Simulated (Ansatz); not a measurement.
```
CELL_PARAMETERS angstrom
      4.15842     0.00000     0.00000
     -2.07921     3.60130     0.00000
      0.00000     0.00000    28.45400
ATOMIC_POSITIONS crystal
  Te 0.66667 0.33333 0.32030
  Te 0.00000 0.00000 0.38488
  Te 0.33333 0.66667 0.44990
  Te 0.00000 0.00000 0.55008
  Te 0.33333 0.66667 0.61511
  Te 0.66667 0.33333 0.67969
```

Methods: PBE+D3(BJ) (plane waves to 420 eV, PAW; Ansatz, a program for electronic structure); PBE+D3(BJ) with spin-orbit coupling (plane waves to 420 eV, PAW; Ansatz). Geometries and values that name no level are of the first. Values not marked SOC have no spin–orbit coupling. Its k-point mesh 9×9×1, Fermi–Dirac width 0.01 eV. A dipole correction is on.

Task: Name the layers and their stacking, and give its binding and gap.

Result: 2 layers of alpha-tellurene, started at parallel, shifted by (1/3,2/3) (facing atoms over hollows or bridges).
- step of the vacuum level across the stack (top less bottom): 0.00 eV
- interaction energy of the frozen layers: -26.5 meV/Å²
- interaction energy without the D3 term at this geometry: -0.3 meV/Å²
- PBE gap over the mesh and listed points off it: 0.46 eV, indirect (lowest direct gap 0.64 eV)
- valence and conduction edges under the vacuum level of the lower face: 4.82 and 4.36 eV
- PBE+SOC gap at the same geometry: 0.15 eV
